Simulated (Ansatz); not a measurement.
**PbSe, response to strain**

The parent structure is PbSe in the rock salt structure (space group Fm-3m, No. 225).

```
PbSe
1.0
    0.00000     3.08901     3.08901
    3.08901     0.00000     3.08901
    3.08901     3.08901     0.00000
Pb Se
1 1
Direct
  0.00000   0.00000   0.00000
  0.50000   0.50000   0.50000
```

Cartesian axes are those of the cell as printed.

Strains are applied to the cell and any free atomic positions relax.

Computed with Ansatz (a program for electronic structure), r2SCAN, PAW, cutoff 500 eV, no SOC.

Notes on the quantities. energy relative to the base: free energy F.

```csv
variant,energy relative to the base,hole mass,smallest direct gap
base,0 meV/atom,"0.24 mₑ along k, 0.11 mₑ across (at L)",0.67 eV
tensor shear ε_xy = +1.14 %,+0.9 meV/atom,"0.23 mₑ along k, 0.11 mₑ across (at L)",0.65 eV
tensor shear ε_xy = +1.43 %,+1.4 meV/atom,"0.23 mₑ along k, 0.11 mₑ across (at L)",0.65 eV
tensor shear ε_xy = +1.71 %,+2.0 meV/atom,"0.22 mₑ along k, 0.11 mₑ across (at L)",0.64 eV
tensor shear ε_xy = +0.29 %,+0.1 meV/atom,"0.24 mₑ along k, 0.11 mₑ across (at L)",0.66 eV
tensor shear ε_xy = +2.00 %,+2.7 meV/atom,"0.22 mₑ along k, 0.11 mₑ across (at L)",0.64 eV
tensor shear ε_xy = +0.57 %,+0.2 meV/atom,"0.24 mₑ along k, 0.11 mₑ across (at L)",0.66 eV
tensor shear ε_xy = +0.86 %,+0.5 meV/atom,"0.23 mₑ along k, 0.11 mₑ across (at L)",0.66 eV
```

With Pb present, leaving out spin-orbit coupling can change the band edges. Masses are band curvatures over ±0.01 Å⁻¹ around the edge. Along k means along the line from Γ to the band edge. Stability against distortions was not tested.
